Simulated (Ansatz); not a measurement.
# MoSi2: response to strain

The parent structure is MoSi₂ (space group I4/mmm, No. 139; relaxed with 0.1 eV smearing).

```xyz
3
Lattice="-1.6084 1.6084 3.9374 1.6084 -1.6084 3.9374 1.6084 1.6084 -3.9374" Properties=species:S:1:pos:R:3 pbc="T T T"
Mo     0.0000     0.0000     0.0000
Si     0.0000     0.0000     2.6386
Si     0.0000     0.0000     5.2361
```

Cartesian axes are those of the cell as printed.

Strains are applied to the cell and any free atomic positions relax; under biaxial strain the out-of-plane vector relaxes too.

Method: plane-wave PAW DFT at the PBE level (Ansatz, an electronic-structure program, 420 eV), scalar-relativistic without spin-orbit coupling, earlier PAW set.

Notes on the quantities. energy relative to the base: free energy F.

| biaxial strain, plane normal [001], relaxed out of plane (%) | energy relative to the base (meV/atom) |
|---|---|
| 0 | 0.0 |
| 0.6 | 1.4 |
| 0.99 | 3.8 |
| 1.48 | ? |
| 1.53 | 9.0 |

### Question
Fit ΔE = Aε² + Bε³ (ε in %) to the rows shown and predict the withheld row.

### Answer
Least squares on the printed values gives A = 3.93 and B = -0.056 meV/atom (largest residual 0.0 meV/atom); this predicts 8.4 meV/atom, and the run gives 8.4 meV/atom, in agreement.

Stability against distortions was not tested. All final runs are without spin polarisation.
